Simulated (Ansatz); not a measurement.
For Hf₂Ge (model structure, started from the Ni2In type, P6₃/mmc, No. 194, 6 atoms in the cell), PBE in Ansatz (PAW) gives:

* **lattice parameter a**: 4.821 Å
* **lattice parameter c**: 5.723 Å
* **formation enthalpy**: -0.413 eV/atom

Problem. What does PBE-D3(BJ) (plane waves, PAW; Ansatz, a first-principles code) give for the same quantities?

Solution. 
- lattice constant a: 4.769 Å (falls by 1.1 %)
- lattice parameter c: 5.660 Å (shrinks by 1.1 %)
- formation enthalpy: -0.487 eV/atom (moves by -0.074 eV/atom)

Changes are worked out from the printed values.

Unless a cell is named, each level is at its own relaxed cell (PBE 19.19, PBE-D3(BJ) 18.58 Å³/atom).

Levels without +SOC leave out spin–orbit coupling, which shifts energies and cells of such heavy elements.

Ansatz's density-functional and Hartree–Fock values are scalar-relativistic unless marked +SOC, with PAW data made under PBE.

A model structure was made by putting elements into a prototype or built by hand; it is no filed structure, need not be a known phase, and can be a saddle point held by its symmetry.
